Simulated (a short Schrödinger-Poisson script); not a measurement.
Structure: MOS inversion layer, SiO2 on p-type Si(100), at 400 K.

From the gate side: 1.4 nm SiO2; 670 nm Si, acceptors 4.1e17 cm⁻³.

The device is made up for the run: typed textbook-type constants, with dimensions and the other settings drawn at random. SiO2: permittivity 3.9, conduction-band edge (eV) 3.15, gap (eV) 9, electron mass (mₑ) 0.5. Si: permittivity 11.7, conduction-band edge (eV) 0, gap (eV) 1.124, Nv at 300 K (cm⁻³) 3.1e19.

Channel valleys (confinement mass, in-plane density-of-states mass, number): Δ2 0.916, 0.19, 2; Δ4 0.19, 0.417, 4. At the gate the conduction-band edge of layer 1 lies 3.37 eV − eVg above the Fermi level of the channel; the field vanishes at the back. Gaps are held at their typed values at every temperature. Mesh 0.03 nm at interfaces.

From a short Schrödinger-Poisson script (our own, NumPy): 1D Poisson equation in equilibrium, electrons quantum, Hartree (BenDaniel-Duke, 12 states a valley, the channel's in-plane mass for all, wave functions ending at the dielectric), parabolic valleys, classical holes, full ionisation, no traps, pinning or gate leakage.

| Vg (V) | electrons (cm⁻²) | C (μF/cm²) | Δ2 E0 (meV from the Fermi level) | Δ4 E0 (meV from the Fermi level) |
|---|---|---|---|---|
| 0.1 | 1.22e9 | 0.209 | 319.6 | 370.6 |
| 0.15 | 4.26e9 | 0.214 | 275.7 | 327.9 |
| 0.2 | 1.47e10 | 0.244 | 232.1 | 285.5 |
| 0.25 | 4.85e10 | 0.347 | 190.1 | 244.8 |
| 0.3 | 1.40e11 | 0.571 | 152.4 | 208.7 |
| 0.35 | 3.28e11 | 0.867 | 121.8 | 180.1 |
| 0.4 | 6.16e11 | 1.12 | 98.5 | 159.3 |
| 0.45 | 9.79e11 | 1.30 | 80.8 | 144.2 |
| 0.5 | 1.40e12 | 1.43 | 66.7 | 132.9 |
| 0.55 | 1.85e12 | 1.52 | 55.2 | 124.2 |
| 0.6 | 2.33e12 | 1.59 | 45.3 | 117.2 |
| 0.65 | 2.83e12 | 1.64 | 36.7 | 111.4 |
| 0.7 | 3.35e12 | 1.69 | 29.1 | 106.4 |
| 0.75 | 3.88e12 | 1.72 | 22.2 | 102.2 |
| 0.8 | 4.42e12 | 1.75 | 15.8 | 98.5 |
| 0.85 | 4.97e12 | 1.78 | 9.9 | 95.1 |
| 0.9 | 5.52e12 | 1.80 | 4.4 | 92.1 |
| 0.95 | 6.09e12 | 1.82 | -0.8 | 89.4 |
| 1 | 6.65e12 | 1.84 | -5.8 | 86.9 |
| 1.05 | 7.23e12 | 1.85 | -10.5 | 84.6 |

Gate voltages with under 1e9 electrons/cm² are left out.

Problem. At Vg = 1.05 V the lowest Δ2 subband lies at -10.5 meV from the Fermi level. How many electrons does it hold, and what share of all?

Solution. The two-dimensional density of states is g m/(πħ²) = 1.59e11 cm⁻² meV⁻¹ (both spins), kT = 34.5 meV, so n = D kT ln(1 + exp(−E/kT)) = 4.69e12 cm⁻², 0.65 of the 7.23e12 cm⁻² in all.

Problem. Compare the slope of the sheet density between 0.95 and 1.05 V with the geometric capacitance of the layers between gate and channel.

Solution. q Δn/ΔV = 1.83 μF/cm²; ε0/Σ(t/ε) = 2.47 μF/cm². The ratio is 0.74: the channel acts as a further capacitance in series.
